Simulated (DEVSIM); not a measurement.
System: abrupt Si n-p junction, at 300 K.

```csv
layer (left to right),material,thickness (μm),Nd (cm⁻³),Na (cm⁻³),τn (s),τp (s)
1,Si,11.0,3.4e18,-,6.3e-7,6.3e-7
2,Si,0.270,-,5.1e14,6.3e-7,6.3e-7
```

Left contact: ohmic. Right contact: ohmic. Voltage is applied to the left contact. Recombination: SRH at mid-gap, Auger. Gap narrowing is on: ΔEg = 6.92 meV × (l + √(l² + 0.5)), l = ln(N/1.3e17 cm⁻³), shared equally by both band edges. Mobility is constant in doping.

This is a model device: material constants are rounded textbook-type values typed into the input, and sizes, dopings and lifetimes were drawn at random. Values at 300 K.

```tsv
parameter	Si
gap (eV)	1.124
affinity (eV)	4.05
permittivity	11.7
Nc (cm⁻³)	2.86e19
Nv (cm⁻³)	3.1e19
μn (cm²/Vs)	1417
μp (cm²/Vs)	470
Cn (cm⁶/s)	2.8e-31
Cp (cm⁶/s)	9.9e-32
```

DEVSIM, 1D drift-diffusion, Boltzmann statistics, complete ionisation; no tunnelling, impact ionisation, image-force lowering or self-heating.

Tabulate band edges, carrier densities and field at 2.0 V on the left contact.

Energies count from the Fermi level of the right contact; mesh points crowd at the junctions.

| x (μm) | Ec (eV) | Ev (eV) | n (cm⁻³) | p (cm⁻³) | field (V/cm) |
|---|---|---|---|---|---|
| 0.000 | -1.945 | -3.023 | 3.4e18 | 200 | ≈ 0 |
| 0.02209 | -1.945 | -3.023 | 3.4e18 | 200 | ≈ 0 |
| 0.06440 | -1.945 | -3.023 | 3.4e18 | 200 | ≈ 0 |
| 0.1525 | -1.945 | -3.023 | 3.4e18 | 200 | ≈ 0 |
| 0.3905 | -1.945 | -3.023 | 3.4e18 | 190 | ≈ 0 |
| 0.7703 | -1.945 | -3.023 | 3.4e18 | 190 | ≈ 0 |
| 1.498 | -1.945 | -3.023 | 3.4e18 | 180 | ≈ 0 |
| 3.698 | -1.945 | -3.023 | 3.4e18 | 140 | ≈ 0 |
| 6.695 | -1.945 | -3.023 | 3.4e18 | < 1e2 | ≈ 0 |
| 8.765 | -1.945 | -3.023 | 3.4e18 | < 1e2 | ≈ 0 |
| 9.892 | -1.945 | -3.023 | 3.4e18 | < 1e2 | ≈ 0 |
| 10.54 | -1.945 | -3.023 | 3.4e18 | < 1e2 | ≈ 0 |
| 10.77 | -1.945 | -3.023 | 3.4e18 | < 1e2 | ≈ 0 |
| 10.89 | -1.945 | -3.023 | 3.4e18 | < 1e2 | ≈ 0 |
| 10.97 | -1.945 | -3.023 | 3.4e18 | < 1e2 | ≈ 0 |
| 11.00 | -1.938 | -3.016 | 2.6e18 | < 1e2 | 32000 |
| 11.02 | -1.736 | -2.860 | 1.0e15 | < 1e2 | 100000 |
| 11.05 | -1.394 | -2.518 | 1.9e9 | 160 | 100000 |
| 11.13 | -0.597 | -1.720 | 230000 | 1600 | 100000 |
| 11.20 | 0.103 | -1.021 | 230000 | 3100 | 100000 |
| 11.24 | 0.530 | -0.594 | 230000 | 3.3e9 | 100000 |
| 11.27 | 0.839 | -0.285 | 230000 | 5.1e14 | 100000 |
